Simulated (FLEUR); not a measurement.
FLEUR run on Al3GaN4 (P-43m, 8 atoms in the cell): self-consistent single point.

Level of theory: FLEUR with LDA (Perdew-Zunger), all-electron FLAPW (FLEUR), scalar-relativistic valence.

The change in words: lattice scaled by 0.98. Reference geometry:
```
Al3GaN4
1.0
    4.40144     0.00000     0.00000
    0.00000     4.40144     0.00000
    0.00000     0.00000     4.40144
Al Ga N
3 1 4
Direct
  0.50000   0.50000   0.00000
  0.00000   0.50000   0.50000
  0.50000   0.00000   0.50000
  0.00000   0.00000   0.00000
  0.74416   0.74416   0.25584
  0.74416   0.25584   0.74416
  0.25584   0.25584   0.25584
  0.25584   0.74416   0.74416
```

Reference input (self-consistent single point, DFT, LDA (Perdew-Zunger), all-electron FLAPW (FLEUR), scalar-relativistic valence): Kmax = 4.5 1/bohr; GmaxXC = 18 1/bohr; xcFunctional = pz; jspins = 1; l_soc = F; mode = hist; fermiSmearingEnergy = 0.00073499 Htr; mesh (inpgen div1-3) = 6 6 6; inpgen gamma flag = true; Gmax = 18 1/bohr; numbands = 0; maxIterBroyd = 40. This run's input differs from it in these lines:

```diff
@@ -3,5 +3,5 @@
 &input film=f /
-8.3175161540 0.0000000000 0.0000000000
-0.0000000000 8.3175161540 0.0000000000
-0.0000000000 0.0000000000 8.3175161540
+8.1511654529 0.0000000000 0.0000000000
+0.0000000000 8.1511654529 0.0000000000
+0.0000000000 0.0000000000 8.1511654529
 1.0
@@ -50,5 +50,5 @@
          <bravaisMatrix>
-            <row-1>    8.3175161539999998     0.0000000000000000     0.0000000000000000</row-1>
-            <row-2>    0.0000000000000000     8.3175161539999998     0.0000000000000000</row-2>
-            <row-3>    0.0000000000000000     0.0000000000000000     8.3175161539999998</row-3>
+            <row-1>    8.1511654529000008     0.0000000000000000     0.0000000000000000</row-1>
+            <row-2>    0.0000000000000000     8.1511654529000008     0.0000000000000000</row-2>
+            <row-3>    0.0000000000000000     0.0000000000000000     8.1511654529000008</row-3>
          </bravaisMatrix>
```

Output, abridged:

```
 Iteration:     1   Distance:      28.86585119 me/bohr^3
 Iteration:     2   Distance:      25.04577533 me/bohr^3
 Iteration:     3   Distance:       9.19696177 me/bohr^3
 Iteration:     4   Distance:       5.31527390 me/bohr^3
 Iteration:     5   Distance:       3.09797717 me/bohr^3
   [... 7 lines left out ...]
 Iteration:    13   Distance:       0.00034136 me/bohr^3
 Iteration:    14   Distance:       0.00013426 me/bohr^3
 Iteration:    15   Distance:       0.00006820 me/bohr^3
 Iteration:    16   Distance:       0.00000419 me/bohr^3
 Reset of history
 Run finished successfully
 Stop message:
   Structural relaxation: new displacements generated

[file out, last iteration]
             iter=     17
[...]
          total density-effective poten   -4.5219360766E+03
          total charge density-energy d   -1.5247644577E+02
 Updated energy parameters for spin:           1
[...]
 fermi energy and band-weighting factors:
    0.787957

[...]
FERMIE:
          first approx. to ef    (T=0)  :   0.266577 htr   (energy of the highest occ. eigenvalue)
          number of occ. states  (T=0)  :        420
          first approx. to seigv (T=0)  :   0.247403 htr
          sum of weights of occ. states :  21.000000
          sum of semicore charge        :   0.000000 e
FERHIS:  Fermi-Energy by histogram:
          bandgap                     :   0.125655 htr
   [... lines left out ...]
          charge neutrality (T=0)     :   0.000000    (zero if the highest occ. eigenvalue is "entirely" occupied)
 Direct bandgap for spin            1 :   0.12581912744250889       Htr
 ---->    free energy=                     -2885.0027856855 htr
   [... lines left out ...]
 TOTAL FORCE FOR ATOM TYPE=  1  X=  4.076   Y=  4.076   Z=  0.000
                       FX_TOT= 0.000000 FY_TOT= 0.000000 FZ_TOT= 0.000000
 TOTAL FORCE FOR ATOM TYPE=  2  X=  0.000   Y=  0.000   Z=  0.000
                       FX_TOT= 0.000000 FY_TOT= 0.000000 FZ_TOT= 0.000000
 TOTAL FORCE FOR ATOM TYPE=  3  X= -2.085   Y= -2.085   Z=  2.085
                       FX_TOT= 0.001706 FY_TOT= 0.001706 FZ_TOT=-0.001706
```

The run converged in 16 iterations. FLEUR gives forces in its relaxation mode, with a further iteration, so its stop message speaks of a relaxation. Against the reference run the free energy goes up by 11.4 meV/atom, the largest force moves little (0.150 to 0.152 eV/Å) and the gap on the mesh goes from 3.380 to 3.419 eV.

The starting cell comes from a database of computed structures (which also holds hypothetical and non-ambient phases and stackings), without a prior relaxation at this level. For this run, on top of that: lattice scaled by 0.98. Values depend on the basis (sphere radii, cutoffs, local orbitals), which need not be converged.

Cost on one core of a shared machine: roughly 3 min.
